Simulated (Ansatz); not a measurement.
## W₂C (model structure, started from the Cu2Sb type, P4/nmm, No. 129, 6 atoms in the cell)

All values below come from PBEsol (PAW; Ansatz, a program for electronic structure).

Numerical settings: plane-wave cutoff 500 eV, 10×10×6 k mesh (along the axes of the cell as run), Fermi–Dirac smearing 0.05 eV, no spin polarisation, scalar-relativistic PAW data made under PBE.

Cell (relaxed at this level):

```
W2C
1.0
    3.46901     0.00000     0.00000
    0.00000     3.46901     0.00000
    0.00000     0.00000     6.11096
W C
4 2
Direct
  0.00000   0.00000   0.00000
  0.50000   0.50000   0.00000
  0.50000   0.00000   0.36181
  0.00000   0.50000   0.63819
  0.50000   0.00000   0.70935
  0.00000   0.50000   0.29065
```

For W₂C (model structure, started from the Cu2Sb type, P4/nmm, No. 129, 6 atoms in the cell), the band gap is none.

Note: the relaxation could raise the start's symmetry but not lower it, so the cell can be a saddle point.

Spin–orbit coupling is not included.

Computed values are for the static lattice.

The result took around 4 core-minutes (rough).

A model structure was made by putting elements into a prototype or built by hand; it is no filed structure, need not be a known phase, and can be a saddle point held by its symmetry.
